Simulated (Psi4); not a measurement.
Psi4 1.11, HF/def2-svpd: V(S)(OH)(Me)2 ([CH3][V]([CH3])([OH])=[S]), 12 atoms. The geometry is a generated start, not checked to be a minimum at this level.

| Item | Result |
|---|---|
| task | energy |
| method | scf |
| basis | def2-svpd |
| memory | 3 GB |
| maxiter | 100 |
| keys of the molecule block | symmetry c1 |
| scf_type | df (default) |
| e_convergence | 1e-06 (default) |
| d_convergence | 1e-06 (default) |
| basis functions | 180 |

```xyz
12

V      0.5442    -0.0578     0.1036
S      1.8632    -0.4938    -1.3795
O      1.1811     0.1556     1.5688
H      1.7821     0.2369     2.3115
C     -0.2874     1.6417    -0.5864
H     -1.0700     1.9689     0.1089
H     -0.7406     1.3954    -1.5552
H      0.4132     2.4675    -0.7364
C     -0.7144    -1.6290     0.0595
H     -0.3238    -2.5416    -0.3969
H     -1.5558    -1.2665    -0.5560
H     -1.0919    -1.8772     1.0580
```

Charge 0 and multiplicity 1 are set for this test and not shown to be the ground state.

With the defaults (damping_percentage = 0, diis = true, scf_initial_accelerator = adiis, guess = auto, which took SAD, diis_max_vecs = 10) it converges in 13 SCF iterations. One run each on 2 threads, with these changes:
- guess = gwh
- damping_percentage = 60
- diis_max_vecs = 20
- guess = core
- scf_initial_accelerator = none
- damping_percentage = 60, diis = false, scf_initial_accelerator = none
- guess = sapgau
- damping_percentage = 20
- diis_max_vecs = 3

Q: Which of these changes keep the SCF from converging, or lead it to another solution?

A: No convergence: damping_percentage = 20; damping_percentage = 60; damping_percentage = 60, diis = false, scf_initial_accelerator = none (the run ends without SCF convergence in 100 iterations). The rest reach the solution of the defaults.

| setting | SCF iterations | end |
|---|---|---|
| the defaults | 13 | same solution |
| scf_initial_accelerator = none | 13 | same solution |
| diis_max_vecs = 20 | 13 | same solution |
| guess = sapgau | 15 | same solution |
| guess = core | 19 | same solution |
| diis_max_vecs = 3 | 23 | same solution |
| guess = gwh | 25 | same solution |
| damping_percentage = 20 | 100 | no convergence |
| damping_percentage = 60 | 100 | no convergence |
| damping_percentage = 60, diis = false, scf_initial_accelerator = none | 100 | no convergence |
